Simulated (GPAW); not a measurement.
Input and output of a self-consistent single point for K (Im-3m, 1 atom in the cell) (GPAW).

Method: PBE, GPAW PAW datasets PBE (gpaw-data 1.0.1) (plane waves; GPAW).

```yaml
crystal:
  lattice:
    - [-2.75880, 2.75880, 2.75880]
    - [2.75880, -2.75880, 2.75880]
    - [2.75880, 2.75880, -2.75880]
  atoms:
    - { symbol: K, position: [0.00000, 0.00000, 0.00000] }
```

Reference input (self-consistent single point, DFT PBE, plane waves, GPAW PAW datasets PBE (gpaw-data 1.0.1)): mode = pw; ecut = 550 eV; xc = PBE; kpts = 11 11 11; mesh shift (steps) = 0 0 0; occupations.name = methfessel-paxton; occupations.width = 0.1 eV; occupations.order = 0; nbands = -7; convergence.forces = 0.001 eV/Å; symmetry.symmorphic = false; symmetry.tolerance = 0.0005. This run's input differs from it in these lines:

```diff
@@ -13,3 +13,3 @@
             xc='PBE',
-            kpts=(11, 11, 11),
+            kpts={'size': (6, 6, 6), 'gamma': True},
             occupations={'name': 'methfessel-paxton', 'width': 0.1, 'order': 0},
```

Output (repeated stretches shortened):

```
     iter     time        total  log10-change:
                         energy   eigst   dens  force
iter:   1 --:--:--    -1.416877
iter:   2 --:--:--    -1.388573   -1.79  -1.34
iter:   3 --:--:--    -1.185537   -1.34  -1.37
iter:   4 --:--:--    -1.186506   -2.60  -1.67
iter:   5 --:--:--    -1.206577   -2.43  -1.70
iter:   6 --:--:--    -1.189263   -2.62  -1.91
iter:   7 --:--:--    -1.189139   -3.82  -2.88
iter:   8 --:--:--    -1.189125c  -5.64  -3.02
iter:   9 --:--:--    -1.189126c  -6.64  -4.04c
iter:  10 --:--:--    -1.189125c  -7.57c -4.00
iter:  11 --:--:--    -1.189124c  -7.04  -4.14c
iter:  12 --:--:--    -1.189124c  -8.52c -5.09c
iter:  13 --:--:--    -1.189124c -10.05c -5.94c -23.08c
Converged after 13 iterations.

Dipole moment: (-0.000000, -0.000000, -0.000000) |e|*Ang

Energy contributions relative to reference atoms: (reference = -16382.253218)

Kinetic:         -3.779916
Potential:       +4.163175
External:        +0.000000
XC:              -0.914818
Entropy (-ST):   -0.012389
Local:           -0.651371
SIC:             +0.000000
--------------------------
Free energy:     -1.195319
Extrapolated:    -1.189124

Showing only first 2 kpts
 Kpt  Band  Eigenvalues  Occupancy
  0     2    -15.08647    2.00000
  0     3    -15.08647    2.00000
  0     4     -1.37291    2.00000
  0     5      4.73144    0.00000

  1     2    -15.09003    2.00000
  1     3    -15.08639    2.00000
  1     4     -1.06565    2.00000
  1     5      4.12523    0.00000

Fermi level: 0.61897

No gap
No difference between direct/indirect transitions
Energy (eV): -1.189124

Forces in eV/Ang:
  0 K     0.00000    0.00000   -0.00000

Stress tensor:
     0.002290     0.000000    -0.000000
     0.000000     0.002290     0.000000
    -0.000000     0.000000     0.002290
Stress (GPa, Voigt): [ 0.367  0.367  0.367  0.    -0.     0.   ]
```

The run converged in 13 iterations. GPAW prints stress with tension positive. Against the reference run the free energy rises by 15.7 meV/atom and the pressure moves little (-0.39 to -0.37 GPa).

The starting cell comes from a database of computed structures (which also holds hypothetical and non-ambient phases and stackings), without a prior relaxation at this level. Its lattice was rescaled by a random factor within 2.5 % of one.
